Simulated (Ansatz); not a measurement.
Base system: TiN in the rock salt structure (space group Fm-3m, No. 225; a = 4.204 Å; relaxed with 0.1 eV smearing). Axes: x, y, z lie along the cube axes.

Calculations: PBEsol in Ansatz (plane waves to 420 eV, PAW, without spin-orbit coupling), earlier PAW set.

Before the change:

```
Item                             Value
-----------------------------  -------
Shortest interatomic distance  2.102 Å
```

It is then changed as follows: the cell is stretched by 3.85 % along y with no lateral relaxation; the atoms relax in the strained cell.

**Question.** What happens to the stress, energy relative to the base and shortest interatomic distance?

**Answer.** The stress (xx, yy, zz, yz, xz, xy; compression positive) comes out as (-4.5, -19.7, -4.5, 0.0, 0.0, 0.0) GPa; the energy increases by 24 meV/atom; the shortest interatomic distance stays 2.102 Å.

Stability against distortions was not tested. All final runs are without spin polarisation. An odd electron count without spin: TiN.

Ansatz is an electronic-structure program.
